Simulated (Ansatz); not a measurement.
Cells marked so need not be the phases stable at ambient conditions, and some may be hypothetical.

By PBEsol, each system below comes out a metal.

Ballistic conductance counts the channels of both spins, as a mean over 0.1 eV about the Fermi level; spin-orbit coupling is left out.

A. ZrRh3 (Pm-3m, Cu3Au type, not sure to be the ambient phase, 4 atoms a cell, 15.2 Å³ an atom, -5 GPa at this level), current normal to (001)
B. Mg (P6_3/mmc, hcp (Mg type), 2 atoms a cell, 22.4 Å³ an atom), current normal to (100)
C. Al (P6_3/mmc, not sure to be the ambient phase, 4 atoms a cell, 15.9 Å³ an atom, 2 GPa at this level), current normal to (110)
D. YAl3 (P6_3/mmc, not sure to be the ambient phase, 8 atoms a cell, 19.5 Å³ an atom), current normal to (001)

Q: Rank these by ballistic conductance per area (highest first), as Ansatz (a first-principles code) with PBEsol gives it.

A: C (1.3 × 10¹⁵ S/m²), A (1.0 × 10¹⁵ S/m²), B (0.75 × 10¹⁵ S/m²), D (0.58 × 10¹⁵ S/m²)
